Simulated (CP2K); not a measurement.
# Several settings converged on HfGeTe (P4mm, 6 atoms in the cell)

```yaml
crystal:
  lattice:
    - [3.74425, 0.00000, 0.00000]
    - [0.00000, 3.74425, 0.00000]
    - [0.00000, 0.00000, 10.17541]
  atoms:
    - { symbol: Hf, position: [0.00000, 0.50000, 0.79650] }
    - { symbol: Hf, position: [0.50000, 0.00000, 0.20841] }
    - { symbol: Ge, position: [0.00000, 0.00000, 0.00000] }
    - { symbol: Ge, position: [0.50000, 0.50000, 0.00000] }
    - { symbol: Te, position: [0.50000, 0.00000, 0.66020] }
    - { symbol: Te, position: [0.00000, 0.50000, 0.33980] }
```

Base method: PBEsol, GPW, DZVP-MOLOPT-SR-GTH basis, GTH-PBE potentials (GTH_POTENTIALS) (CP2K).

Base settings: CUTOFF = 500 Ry; REL_CUTOFF = 60 Ry; SMEAR/METHOD = GAUSSIAN; SIGMA = 0.1 eV; KPOINTS/SCHEME = MONKHORST-PACK 4 4 2; GAMMA_CENTERED = T; XC_FUNCTIONAL = PBE:PBESOL; Hf/BASIS_SET = DZVP-MOLOPT-SR-GTH-q12; Hf/POTENTIAL = GTH-PBE-q12; Ge/BASIS_SET = DZVP-MOLOPT-SR-GTH-q4.

Core times come from one kind of shared machine, to one figure; runs under 30 s give none.

**Shifted k-point meshes**

In this ladder: GAMMA_CENTERED = default.

Only quantities that move along the ladder and can be compared are tabulated.

```csv
KPOINTS/SCHEME,free energy less the last step's (meV/atom),pressure (GPa),largest difference of a force vector from the last step's (eV/Å)
MACDONALD 2 2 1 0 0 0.5,-326.86,-2.45,0.207
MACDONALD 3 3 2 0.1666666667 0.1666666667 0,16.08,0.06,0.122
MACDONALD 5 5 2 0.1 0.1 0,10.79,-0.27,0.170
MACDONALD 6 6 3 0 0 0.1666666667,2.96,-0.12,0.017
MONKHORST-PACK 10 10 4,0.00,-0.19,0.000
```

Coarsest KPOINTS/SCHEME that holds the free energy within 5 meV/atom: not settled: the last two steps still differ by 3.0 meV/atom, over half the tolerance, so the ladder does not show it.

Coarsest KPOINTS/SCHEME that holds the forces within 0.02 eV/Å: not settled: the last two steps still differ by 0.017 eV/Å, over half the tolerance, so the ladder does not show it.

Coarsest KPOINTS/SCHEME that holds the pressure within 0.5 GPa of the last step, with all finer ones: MACDONALD 3 3 2 0.1666666667 0.1666666667 0; the step before is off by 2.3 GPa.

**The k-point mesh at a smearing width of 0.05 eV**

In this ladder: SIGMA = 0.05 eV. Moved along: GAMMA_CENTERED.

The second cell is the first with its lattice scaled by 0.98.

Only quantities that move along the ladder and can be compared are tabulated.

| KPOINTS/SCHEME | free energy less the last step's (meV/atom) | energy of the compressed cell less the first (meV/atom) | pressure (GPa) | largest difference of a force vector from the last step's (eV/Å) |
|---|---|---|---|---|
| MONKHORST-PACK 3 3 2 | 11.80 | 25.55 | -0.01 | 0.338 |
| MONKHORST-PACK 5 5 2 | -7.09 | 23.33 | -0.27 | 0.043 |
| MONKHORST-PACK 7 7 3 | 1.66 | 24.31 | -0.15 | 0.047 |
| MONKHORST-PACK 8 8 3 | 1.71 | 24.33 | -0.15 | 0.021 |
| MONKHORST-PACK 12 12 5 | 0.00 | 24.13 | -0.17 | 0.000 |

Coarsest KPOINTS/SCHEME that holds the free energy within 5 meV/atom of the last step, with all finer ones: MONKHORST-PACK 7 7 3; the step before is off by 7.1 meV/atom.

Coarsest KPOINTS/SCHEME that holds the forces within 0.01 eV/Å: not settled: the last two steps still differ by 0.021 eV/Å, over half the tolerance, so the ladder does not show it.

Coarsest KPOINTS/SCHEME that holds the energy of the compressed cell less the first within 1 meV/atom of the last step, with all finer ones: MONKHORST-PACK 5 5 2; the step before is off by 1.4 meV/atom.

**The number of bands**

The mesh stays at the base's, so the ladder's end is converged at best in this setting alone.

Only quantities that move along the ladder and can be compared are tabulated.

| ADDED_MOS | largest difference of a force vector from the last step's (eV/Å) | core time / last (rough) |
|---|---|---|
| 1 | 0.049 | 1 |
| 3 | 0.000 | 0.8 |
| 6 | 0.000 | 0.9 |
| 32 | 0.000 | 1 |

Coarsest ADDED_MOS that holds the forces within 0.01 eV/Å of the last step, with all finer ones: 3; the step before is off by 0.049 eV/Å.

On the base run: the starting cell comes from a database of computed structures (which also holds hypothetical and non-ambient phases and stackings), without a prior relaxation at this level. Its lattice was rescaled by up to half a per cent. One atom was moved a little off its site on purpose. Values carry the incompleteness of an atom-centred basis. The potentials were made for another functional than the one used. Without a gap this mesh is coarse (it stands for a supercell whose shortest vector is 15 Å).
